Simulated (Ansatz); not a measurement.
Ti under a change: isotropic strain +0.50 %

Base system: Ti in the hcp (Mg type) structure (space group P6_3/mmc, No. 194; a = 2.864 Å, c = 4.537 Å; relaxed with 0.1 eV smearing).

One thing is altered: every lattice vector is stretched by 0.50 %; the atoms relax in the strained cell.

Method: Ansatz (a program for electronic structure), LDA, PAW, cutoff 420 eV, no spin-orbit coupling. Γ-centred 23×23×13 mesh, Fermi–Dirac width 0.1 eV.

Volume per atom: 16.36 Å³ (base 16.12 Å³)
Space group: P6_3/mmc (No. 194) (base P6_3/mmc (No. 194))
Shortest interatomic distance: 2.821 Å (base 2.807 Å)
Energy relative to the base (free energy F): +1.4 meV/atom
Pressure (mean of the normal stresses, compression positive): -1.8 GPa (base 0.0 GPa)
Band gap: zero (base zero)

Final structure:

```yaml
crystal:
  lattice:
    - [2.87871, 0.00000, 0.00000]
    - [-1.43935, 2.49304, 0.00000]
    - [0.00000, 0.00000, 4.55997]
  atoms:
    - { symbol: Ti, position: [0.66667, 0.33333, 0.75000] }
    - { symbol: Ti, position: [0.33333, 0.66667, 0.25000] }
```

Stability against distortions was not tested. The final runs are not spin-polarised.
